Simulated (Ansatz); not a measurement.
We consider Sb2O3 (Fd-3m, No. 227), described by HSE06 in Ansatz (PAW).

Settings: plane-wave cutoff 500 eV, 4×4×4 k mesh, gaussian smearing 0.02 eV, scalar-relativistic PAW data made under PBE.

Cell (relaxed with r²SCAN):

```cif
data_O48Sb32
_chemical_formula_sum 'Sb32 O48'
_space_group_name_H-M_alt 'Fd-3m :1'
_space_group_IT_number 227
_space_group_name_Hall 'F 4d 2 3 -1d'
_cell_length_a 11.29869
_cell_length_b 11.29869
_cell_length_c 11.29869
_cell_angle_alpha 90.000
_cell_angle_beta 90.000
_cell_angle_gamma 90.000
loop_
_atom_site_label
_atom_site_type_symbol
_atom_site_symmetry_multiplicity
_atom_site_Wyckoff_symbol
_atom_site_fract_x
_atom_site_fract_y
_atom_site_fract_z
_atom_site_occupancy
Sb1 Sb 32 e 0.38655 0.38655 0.38655 1
O1 O 48 f 0.00000 0.00000 0.31574 1
```
(The calculation used a cell of 20 atoms; values per cell refer to that cell.)

### Question
Give the computed band gap.

### Answer

- band gap = 4.34 eV (on the SCF k mesh)

Note: cell and atoms aren't relaxed at this level (largest force component 0.17 eV/Å, pressure -0.6 GPa).

Spin–orbit coupling is not included.

The computed numbers hold no vibrational or temperature effects.

Ansatz is a program for electronic structure.
